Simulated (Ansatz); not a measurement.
Start from AlNi in the CsCl type structure (space group Pm-3m, No. 221; a = 2.8931 Å; not spin-polarised; relaxed with 0.1 eV smearing).

All numbers come from PBE (Ansatz, an electronic-structure program, PAW, no SOC), earlier PAW set.

Base values:

The pressure comes out as 0.0 GPa.

The change: every lattice vector is shortened by 2.54 %; the atoms relax in the strained cell.

### Question
Predict the new energy relative to the base and pressure.

### Answer
The energy goes up by 38 meV/atom; the pressure goes from zero to 14.5 GPa.

Stability against distortions was not tested. Starting moments died away, wholly or in part, for the base; another magnetic solution may exist. All final runs are without spin polarisation.
